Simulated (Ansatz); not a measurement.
Ansatz (a quantum-chemistry and plane-wave program), DFT, PBE, plane waves, its default PAW files: Al(111) slab of 6 layers, 2x2, O adatom, atoms displaced (Al24O), unrelaxed, 25 atoms. Basis and mesh were picked for this test and aren't claimed converged.

```json
{
  "cell": "5.73, 5.73, 33.29 Å; 90, 90, 60°",
  "distance_to_the_nearest_atom": "1.99 to 2.83 Å",
  "task": "single point",
  "k mesh": "6×6×1",
  "hamiltonian.xc": "pbe",
  "kind_of_files": "paw",
  "scf.occupations.method": "fermi_dirac",
  "scf.occupations.width": "0.1 eV",
  "output.forces": "true",
  "binding of workers (--pin)": "off",
  "k-point pools (--kpoint-pools)": "1",
  "memory maximum (--max-ram)": "8GiB",
  "accuracy": "medium (default)",
  "basis.precision": "auto (default)",
  "basis.xc_grid": "2 (default)",
  "scf.eigensolver.kind": "auto (default)",
  "scf.convergence.dr2_threshold": "1e-07 (default)",
  "scf.lower_state_search": "light (default)",
  "k-points after symmetry": "20",
  "bands_at_the_start": "64",
  "electrons": "78",
  "plane waves at Γ": "18591",
  "cutoff (eV)": "420",
  "FFT grid": "40×40×225",
  "symmetry_operations": "1"
}
```

Settings of this run: scf.mixing.algorithm = auto, scf.mixing.preconditioner = kerker, scf.algorithm = auto; 4 threads.

```tsv
iteration	dr2 (eV)	Hψ
1	1.50e1	7647
2	1.86e0	1530
3	4.89e-1	1253
4	5.44e-2	1242
5	3.25e-2	1464
6	3.63e-2	1869
7	9.13e-3	1225
8	7.80e-3	1247
9	3.29e-3	1269
10	2.39e-3	1715
11	1.11e-3	1499
12	5.44e-4	1474
13	2.90e-4	1595
14	2.04e-4	1347
15	7.82e-5	1233
16	7.66e-5	1313
17	6.71e-5	1271
18	5.50e-5	1592
19	5.82e-5	1224
20	3.12e-5	1224
21	3.46e-5	1490
22	2.52e-5	1789
23	7.52e-6	1220
24	5.13e-6	1525
25	4.79e-6	1608
26	1.09e-6	1916
27	7.32e-7	1733
28	1.96e-7	1632
29	6.25e-8	4603
```

It converged after 29 SCF iterations (all cycles of the run, searches included).

Task: Which change of one setting makes this cycle converge in far fewer steps?

Result: One answer among several that fit: scf.mixing.preconditioner = auto (default) (7 SCF iterations (all cycles of the run, searches included)) or scf.mixing.preconditioner = ldos (7 SCF iterations (all cycles of the run, searches included)), all else kept. The other changes of this size gave: scf.mixing.preconditioner = local_kerker (14); scf.mixing.preconditioner = none (17); scf.mixing.preconditioner = kerker_dos (29); scf.mixing.algorithm = broyden (36). The first change moves the result by: energy under 0.001 meV/atom, forces (largest component) 0.035 meV/Å. Counts are of single runs.

Keys are those of Ansatz 0.2.
